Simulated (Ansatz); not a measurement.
# TlCl: pressure series

Consider TlCl in the rock salt structure (space group Fm-3m, No. 225; a = 6.334 Å; a cell from a computed database, its experimental status unchecked).

Cell and atoms are relaxed at each pressure.

Calculations: PBEsol (Ansatz, a quantum-chemistry and plane-wave program; PAW; 420 eV plane waves; no spin-orbit coupling).

Notes on the quantities. enthalpy: H = E + PV relative to the base's energy.

```tsv
change	band gap	width of the top valence band	electron mass	lattice parameter a	enthalpy
base	2.09 eV	2.62 eV	0.26 mₑ along k, 0.36 mₑ across (at L)	6.334 Å	–
pressure −2 GPa	(withheld)	1.93 eV	0.31 mₑ along k, 0.40 mₑ across (at L)	6.580 Å	-0.42 eV/atom
pressure −1 GPa	2.28 eV	2.31 eV	0.28 mₑ along k, 0.38 mₑ across (at L)	6.437 Å	-0.20 eV/atom
pressure 3 GPa	1.65 eV	3.33 eV	0.21 mₑ along k, 0.33 mₑ across (at L)	6.125 Å	+0.56 eV/atom
pressure 7 GPa	(withheld)	4.04 eV	0.16 mₑ along k, 0.31 mₑ across (at L)	5.949 Å	+1.25 eV/atom
pressure 15 GPa	0.47 eV	4.91 eV	0.078 mₑ along k, 0.28 mₑ across (at L)	(withheld)	+2.48 eV/atom
pressure 100 GPa	zero	–	–	4.930 Å	+12.00 eV/atom
```

Question: Complete the table.

Answer: 
- pressure −2 GPa, band gap: 2.49 eV
- pressure 7 GPa, band gap: 1.19 eV
- pressure 15 GPa, lattice parameter a: 5.722 Å

The mesh was chosen for an insulator and is coarse for the gapless case. With Tl present, leaving out spin-orbit coupling can change the band edges. Load acts through the strain it causes; cell and atoms are relaxed under it. Effective masses come from finite differences of ±0.01 Å⁻¹. Along k means along the line from Γ to the band edge. Whether these cells are dynamically stable was not tested. No other phases were tried under pressure. The final runs are not spin-polarised. This is not the structure that TlCl has at room temperature and ambient pressure.
